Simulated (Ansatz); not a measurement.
HgTe under a change: isotropic strain +3.00 %

Consider HgTe in the zinc blende structure (space group F-43m, No. 216; a = 6.6507 Å).

One thing is altered: every lattice vector is stretched by 3.00 %, atoms relaxed at fixed cell.

Calculations: PBE, PAW, 420 eV (Ansatz, a program for electronic structure; no spin-orbit coupling). Γ-centred 12×12×12 mesh, Fermi–Dirac width 0.05 eV.

The volume per atom grows by 3.41 Å³, from 36.77 Å³ to 40.18 Å³ and the space group is still F-43m (No. 216). The shortest interatomic distance grows by 0.086 Å (2.880 Å → 2.966 Å) and the energy rises by 28 meV/atom. The pressure goes from zero to -2.4 GPa and the band gap stays zero.

Final structure:

```xyz
2
Lattice="0.0000 3.4251 3.4251 3.4251 0.0000 3.4251 3.4251 3.4251 0.0000" Properties=species:S:1:pos:R:3 pbc="T T T"
Hg     0.0000     0.0000     0.0000
Te     1.7125     1.7125     1.7125
```

With Hg and Te present, leaving out spin-orbit coupling can change the band edges. No phonon test of stability was made. The final runs are not spin-polarised. The zero or small gap of HgTe can change with the level of theory.
